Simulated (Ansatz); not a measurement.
Functionals compared on the (221) surface of fcc Pd in its 1x1 cell, outermost plane spacing 0.66 Å in the ideal cut, in Ansatz (plane waves, PAW). The structure was relaxed with PBE; the other rows are single points on it, each with its references at the same level. Cutoff 420 eV (500 eV for r2SCAN).

Slab: 16 atoms, 9.9 Å thick at the start (thin: gaps and levels are the slab's own); k 13x5x1, smearing 0.1 eV, dipole-corrected; all atoms relaxed; held to the start's symmetry, so lower structures may exist; no spin, no spin-orbit, no U. These notes are the PBE run's.

```tsv
functional	surface energy (J/m²)	work function of the top face (eV)	rough cost of the single point
PBE	1.50	4.96	–
LDA	?	?	roughly 6 core-minutes
PBEsol	1.88	5.07	about 6 core-minutes (a rough figure)
RPBE	1.24	4.77	very roughly 6 core-minutes
r2SCAN	1.71	4.95	very roughly 17 core-minutes
```

Q: What belongs in the gaps?

A: 
- LDA, surface energy (J/m²): 2.09
- LDA, work function of the top face (eV): 5.37

Ansatz is a first-principles code.
